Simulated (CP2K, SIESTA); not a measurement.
A CP2K input for a self-consistent single point of CaC₂ (P-1, 6 atoms in the cell) (DFT LDA (Pade form), GPW, DZVP-MOLOPT-SR-GTH basis, GTH-PADE potentials (GTH_POTENTIALS)):

```
&GLOBAL
  PROJECT cac2
  RUN_TYPE ENERGY_FORCE
  PRINT_LEVEL LOW
&END GLOBAL
&FORCE_EVAL
  METHOD Quickstep
  STRESS_TENSOR ANALYTICAL
  &DFT
    BASIS_SET_FILE_NAME BASIS_MOLOPT
    POTENTIAL_FILE_NAME GTH_POTENTIALS
    &QS
      METHOD GPW
      EPS_DEFAULT 1E-11
    &END QS
    &MGRID
      CUTOFF 500
      REL_CUTOFF 40
      NGRIDS 5
    &END MGRID
    &SCF
      SCF_GUESS ATOMIC
      EPS_SCF 1E-6
      MAX_SCF 100
      ADDED_MOS 7
      &DIAGONALIZATION
        ALGORITHM STANDARD
      &END DIAGONALIZATION
      &MIXING
        METHOD BROYDEN_MIXING
        ALPHA 0.3
        NBUFFER 8
      &END MIXING
    &END SCF
    &KPOINTS
      SCHEME MACDONALD 7 6 3 0 0.08333333333 0
    &END KPOINTS
    &XC
      &XC_FUNCTIONAL PADE
      &END XC_FUNCTIONAL
    &END XC
    &PRINT
      &MO
        EIGENVALUES T
        OCCUPATION_NUMBERS T
        NDIGITS 8
        FILENAME mo
        &EACH
          QS_SCF 0
        &END EACH
        ADD_LAST NUMERIC
      &END MO
      &MULLIKEN OFF
      &END MULLIKEN
    &END PRINT
  &END DFT
  &SUBSYS
    &CELL
      ABC 3.79872100 3.91364385 7.15540493
      ALPHA_BETA_GAMMA 81.46880290 86.76690534 62.40871686
      PERIODIC XYZ
    &END CELL
    &COORD
      Ca       2.93794492     4.14381207     5.32412707
      Ca       3.07697608     0.31155393     1.75140693
      C        1.24960321     1.44855955     0.42566413
      C        4.76531779     3.00680645     6.64986987
      C        3.02752225     2.62872368     3.07049873
      C        2.98739875     1.82664232     4.00503527
    &END COORD
    &KIND Ca
      BASIS_SET DZVP-MOLOPT-SR-GTH
      POTENTIAL GTH-PADE-q10
    &END KIND
    &KIND C
      BASIS_SET DZVP-MOLOPT-SR-GTH
      POTENTIAL GTH-PADE-q4
    &END KIND
  &END SUBSYS
  &PRINT
    &FORCES ON
    &END FORCES
    &STRESS_TENSOR ON
    &END STRESS_TENSOR
  &END PRINT
&END FORCE_EVAL
```

Question: Translate this input to SIESTA.

Answer: One input that does it (others would too):

```
# files in the folder: Ca.psml C.psml (PseudoDojo LDA standard)
SystemName  CaC2
SystemLabel siesta

NumberOfAtoms                6
NumberOfSpecies              2
%block ChemicalSpeciesLabel
  1 20 Ca
  2 6 C
%endblock ChemicalSpeciesLabel
LatticeConstant              3.798721 Ang
%block LatticeVectors
     1.000000000    0.000000000    0.000000000
     0.477173238    0.913086536    0.000000000
     0.106233651    0.259772960    1.862609547
%endblock LatticeVectors
AtomicCoordinatesFormat      ScaledCartesian
%block AtomicCoordinatesAndAtomicSpecies
     0.773403712    1.090844017    1.401557806  1
     0.810003176    0.082015480    0.461051741  1
     0.328953670    0.381328230    0.112054590  2
     1.254453219    0.791531267    1.750554956  2
     0.796984629    0.692002303    0.808298039  2
     0.786422260    0.480857193    1.054311508  2
%endblock AtomicCoordinatesAndAtomicSpecies

XC.functional                LDA
XC.authors                   PW92
PAO.BasisSize                DZP
PAO.EnergyShift              0.01 Ry
MeshCutoff                   300 Ry
%block kgrid.MonkhorstPack
    7   0   0  0.0
    0   6   0  0.0
    0   0   3  0.0
%endblock kgrid.MonkhorstPack
OccupationFunction           FD
ElectronicTemperature        10 K

MaxSCFIterations             150
SCF.Mixer.Method             Pulay
SCF.Mixer.Weight             0.1
SCF.Mixer.History            8
SCF.DM.Tolerance             1.0E-04
Diag.ParallelOverK           true
WriteForces                  true
```

Basis, cutoffs, solver keys and any potentials are the target program's own. This input uses DFT, LDA PW92, numerical atomic orbitals DZP, PseudoDojo LDA standard norm-conserving potentials (rewritten from UPF to PSML). LDA parametrisations can differ slightly between programs.

The starting cell comes from a database of computed structures (which also holds hypothetical and non-ambient phases and stackings), without a prior relaxation at this level. Its lattice was rescaled by a random factor within 2.5 % of one. For this run, on top of that: lattice scaled by 0.98.
